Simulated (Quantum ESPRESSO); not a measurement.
Band structure of SnGeN2 (Ima2, 8 atoms in the cell).

```
CELL_PARAMETERS angstrom
     -2.85161     3.90189     2.57482
      2.85161    -3.90189     2.57482
      2.85161     3.90189    -2.57482
ATOMIC_POSITIONS crystal
  Sn 0.81753 0.44906 0.86847
  Sn 0.58059 0.94906 0.13153
  Ge 0.38426 0.50228 0.38198
  Ge 0.12030 0.00228 0.61802
  N  0.04086 0.14504 0.39582
  N  0.74922 0.64504 0.60418
  N  0.40362 0.90362 0.50000
  N  0.40362 0.40362 0.00000
```

Method of the run: PBEsol, GBRV 1.5 ultrasoft (PBESOL) pseudopotentials (plane waves; Quantum ESPRESSO).

Settings: ecutwfc = 50 Ry; ecutrho = 250 Ry; occupations = smearing; smearing = fd; degauss = 0.00147 Ry; K_POINTS = automatic 4 4 4 0 0 0; nbnd = 44; conv_thr = 1e-10 Ry.

The starting cell comes from a database of computed structures (which also holds hypothetical and non-ambient phases and stackings), without a prior relaxation at this level.

Q: Predict the gap along the standard path and the places of the band edges.

A: The gap along the path is 0.78 eV, from a point between Γ and Y to a point between Z and Γ; the smallest direct gap on it is 1.51 eV.

Levels in eV from the top of the valence band on the SCF mesh, bands 35 to 42:
```
point     35     36     37     38    39    40    41    42
-----  -----  -----  -----  -----  ----  ----  ----  ----
Γ      -2.05  -1.94  -1.14  -0.94  1.24  1.34  4.67  4.90
X      -2.08  -1.82  -1.46  -1.38  1.40  2.39  2.79  3.84
L      -2.29  -2.02  -1.48  -0.75  1.78  2.70  3.22  3.35
T      -2.17  -2.17  -0.84  -0.84  2.99  2.99  3.29  3.29
W      -2.05  -2.05  -0.82  -0.82  2.60  2.60  3.74  3.74
R      -2.68  -1.67  -1.25  -0.70  2.05  2.64  3.11  3.87
X1     -2.08  -1.82  -1.46  -1.38  1.40  2.39  2.79  3.84
Z      -1.73  -1.59  -1.45  -0.76  1.65  3.29  3.31  3.65
Y      -2.44  -2.06  -1.24  -0.16  1.74  3.12  3.32  3.82
S      -2.36  -1.78  -1.03  -0.05  1.46  2.18  3.18  3.99
```
